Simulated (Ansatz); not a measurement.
## MgZn2 under a change: pressure 10 GPa

Start from MgZn$_{2}$ (space group P6_3/mmc, No. 194; a = 5.135 Å, c = 8.338 Å).

It is then changed as follows: cell and atoms relaxed at a pressure of 10 GPa.

All numbers come from PBEsol (Ansatz, a program for electronic structure), no SOC. k-mesh 9×9×5 (Γ-centred); smearing 0.05 eV (Fermi–Dirac).

| quantity | base | changed | shift |
|---|---|---|---|
| volume per atom | 15.87 Å³ | 14.28 Å³ | -1.59 Å³ |
| density | 5.41 g/cm³ | 6.01 g/cm³ | +0.60 g/cm³ |
| lattice parameter a | 5.135 Å | 4.956 Å | -0.179 Å |
| shortest interatomic distance | 2.522 Å | 2.431 Å | -0.091 Å |
| band gap | zero | zero | – |

Load acts through the strain it causes; cell and atoms are relaxed under it. Stability against distortions was not tested. No other phases were tried under pressure.
